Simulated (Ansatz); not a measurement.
Where the default PAW files enter, the runs use the earlier of Ansatz's two default sets.

The decay constant κ of evanescent states in the gap governs leakage through a thin film.

Input:

```
GaN
1.0
    3.12319     0.00000     0.00000
   -1.56160     2.70476     0.00000
    1.56160    -0.90159     2.55008
Ga N
1 1
Cartesian
  0.00000   0.00000   0.00000
  3.12319   0.00000   1.91256
```

Space group of this cell: F-43m, zinc blende. The cell is strained (all lengths scaled by 0.98); by r2SCAN its mean pressure is 12.1 GPa.

Transport runs along the normal of the first two printed cell vectors, the (111) plane of the conventional cell.

The gap is the functional's own, uncorrected, and κ follows it; spin-orbit coupling is left out. Mid-gap values are interpolated between the computed energies.

### Question
Predict the band gap and the smallest decay constant κ at mid-gap from r2SCAN (Ansatz, a first-principles code).

### Answer
Gap 2.54 eV on a 12×12×12 mesh; κ = 0.170 1/Å, at the zone centre.
